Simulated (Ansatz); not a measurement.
An Ansatz (a first-principles code) run: Ta with a change (x(W) = 0.5, 4 atoms, Imma); PBEsol (Ansatz, PAW, no spin-orbit coupling).

Input:

Ansatz 0.2 input:
```yaml
crystal:
  lattice:
    - [-1.5999575562, 2.2576734024, 4.5794300877]
    - [1.5999575562, -2.2576734024, 4.5794300877]
    - [1.5999575562, 2.2576734024, -4.5794300877]
  atoms:
    - { symbol: W, position: [0.3797863522, 0.1297863522, 0.25] }
    - { symbol: Ta, position: [0.8706148215, 0.6206148215, 0.25] }
    - { symbol: Ta, position: [0.1293851785, 0.3793851785, 0.75] }
    - { symbol: W, position: [0.6202136478, 0.8702136478, 0.75] }
basis: { ecutwfc: 420, ecutrho_ratio: 4, xc_grid: 2, fft_grid_basis: typed }
kpoints: { mp_grid: { grid: [18, 18, 18] } }
hamiltonian:
  xc: pbesol
  dispersion: none
  pseudopotentials: { kind: paw }
scf: { occupations: { method: fermi_dirac, width: 0.05 }, convergence: { dr2_threshold: 0.0000000004 } }
output: { forces: true, stress: true }
checkpoint: { write: state.ck, write_every: 1000 }
```

Output (explanatory and most iteration lines left out):

```
Pseudopotential: W, paw, valence charge 14
Pseudopotential: Ta, paw, valence charge 13
Crystal: 4 atoms, lattice volume = 66.167 Å³
Basis set: ecut = 420 eV, 1285 PW (Γ), exchange–correlation on 72×72×72 points (8 copies of the dense FFT grid, shifted against one another)
Bands: 33, of which v1, the nominal top of the filled ones, is band 27 counted from 1 (26 counted from 0)
Symmetry: 8 space group operations
Space group: Imma (ITA 74), of the structure as read, at distance tolerance 4.0e-5 Å
k-points: 865 of 5832
Functional: x = pbesol(κ = 0.804, μ = 0.12345679012345678), c = pbesol(β = 0.046)
SCF iter   1: F=—  HF=-40126.570642 eV  |F-HF|=—  |Δ(HF+E_count)|=         —  Δρ=5.81e-3  dr2=3.67e-2  ethr=1.77e-3  ⟨swp⟩=4.7  Hψ=113621  notcnv=0  defer=144
SCF iter   2: F=—  HF=-40126.565859 eV  |F-HF|=—  |Δ(HF+E_count)|=   4.78e-3  Δρ=3.24e-3  dr2=1.05e-2  ethr=6.80e-5  ⟨swp⟩=1.0  Hψ=35502  notcnv=0  defer=253
SCF 1 converged in 7 iterations: F = -40126.563769 eV  dr2 = 1.95e-11
SCF converged after 7 iterations
Free energy (F): -40126.563769 eV
Internal energy: -40126.541708 eV  (E = F + TS)
E sigma→0 (E₀):  -40126.552738 eV
Entropy (-TS):   -0.022061 eV (-5.515 meV/atom)
Fermi energy:    20.592131 eV
--- Forces (eV/Å), atoms counted from 1 ---
  atom   1  W      0.00000000     0.00000000     0.00024007
  atom   2  Ta     0.00000000     0.00000000     0.00053096
  atom   3  Ta     0.00000000     0.00000000    -0.00053096
  atom   4  W      0.00000000     0.00000000    -0.00024007
--- Stress (GPa, compression-positive) ---
        0.002418       0.000000       0.000000
        0.000000      -0.011041       0.000000
        0.000000       0.000000       0.010100
  P = ⅓ Tr σ = 0.0005 GPa (0.005 kbar)
```

These are small ordered cells, not random alloys; other orderings at the same x differ. Whether these cells are dynamically stable was not tested. All final runs are without spin polarisation. The cell was made from Ta by this change: x(W) = 0.5, 4 atoms, Imma.
